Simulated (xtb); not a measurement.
xtb 6.7.1, GFN2-xTB: CCO[SiH](C)[OH+]CC, charge +1, multiplicity 1, 23 atoms. The geometry is a generated start, not checked to be a minimum at this level.

| Item | Result |
|---|---|
| run flags | --grad |
| method | GFN2-xTB |
| --acc | 1 (default) |
| --etemp (K) | 300 (default) |
| basis functions | 53 |
| valence electrons | 50 |

```xyz
23

C      3.0408     1.8759     0.5199
C      2.7316     0.5607    -0.1676
O      1.3191     0.3812    -0.2214
Si     0.3406    -0.7853    -0.6838
C      0.2792    -2.3566     0.3531
O     -1.1222     0.1296    -0.1586
C     -2.4710    -0.0620    -0.6305
C     -3.4669     0.4035     0.4122
H      4.1168     2.0164     0.5579
H      2.6015     2.7046    -0.0288
H      2.6528     1.8769     1.5348
H      3.1149     0.5545    -1.1908
H      3.1697    -0.2799     0.3758
H      0.1753    -0.8911    -2.1239
H     -0.6287    -2.9331     0.1977
H      0.3470    -2.1324     1.4188
H      1.1105    -3.0167     0.1150
H     -0.9694     1.0479     0.1160
H     -2.6025     0.4796    -1.5710
H     -2.5683    -1.1302    -0.8226
H     -4.4751     0.2618     0.0347
H     -3.3340     1.4607     0.6316
H     -3.3618    -0.1662     1.3314
```

Charge 1 and multiplicity 1 are set for this test and not shown to be the ground state.

One run each on 1 thread. Values of broydamp tried: 0.02, 0.05, 0.1, 0.2, 0.4 (default), 0.6, 0.8, 1.

**Question.** How does the count of SCC iterations change with broydamp, and where is it least?

**Answer.** Fewest SCC iterations, within one of each other: 0.4 (default) with 13, 0.6 with 13, 0.8 with 13. The count rises to 22 at 0.02. All converge to one solution.

```
broydamp       SCC iterations            end
-------------  --------------  -------------
0.02                       22  same solution
0.05                       20  same solution
0.1                        19  same solution
0.2                        16  same solution
0.4 (default)              13  same solution
0.6                        13  same solution
0.8                        13  same solution
1                          15  same solution
```
